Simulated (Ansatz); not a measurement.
## BP under a change: B → Te

Start from BP in the zinc blende structure (space group F-43m, No. 216; a = 4.5483 Å).

Modification: every B is replaced by Te, then cell and atoms are relaxed.

Level of theory: PBE, PAW, 420 eV (Ansatz, a first-principles code; no spin-orbit coupling), earlier PAW set. Γ-centred 13×13×13 mesh, Fermi–Dirac width 0.05 eV, for the changed cell.

```
quantity                   base      changed        shift
-------------------  ----------  -----------  -----------
volume per atom        11.76 Å³     32.77 Å³    +21.01 Å³
density              2.95 g/cm³   4.02 g/cm³  +1.07 g/cm³
lattice parameter a  8.595 bohr  12.095 bohr  +3.500 bohr
band gap                1.25 eV         zero            –
```

Whether these cells are dynamically stable was not tested. As relaxed here, TeP is a hypothetical phase, not in the database extracts checked. The final runs are not spin-polarised. An odd electron count without spin: TeP.
